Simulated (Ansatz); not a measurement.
The starting structures come from a database of crystals and need not be the phases stable at ambient conditions.

By PBEsol, the system below comes out a metal.

A figure of merit of an interconnect metal is its ballistic conductance per area.

Data:

```
AlSrSi
1.0
    4.24978     0.00000     0.00000
   -2.12489     3.68042     0.00000
    0.00000     0.00000     4.77950
Sr Al Si
1 1 1
Direct
  0.00000   0.00000   0.00000
  0.66667   0.33333   0.50000
  0.33333   0.66667   0.50000
```

Space group of this cell: P-6m2. The cell is taken as given; by PBEsol its mean pressure is -1.3 GPa.

The current flows along the normal of the first two printed cell vectors, the (001) plane of the conventional cell. No spin-orbit coupling; the value is a mean over 0.1 eV about the Fermi level.

Problem. Predict the ballistic conductance per area from Ansatz (a quantum-chemistry and plane-wave program) with PBEsol.

Solution. 0.32 × 10¹⁵ S/m² for both spins.
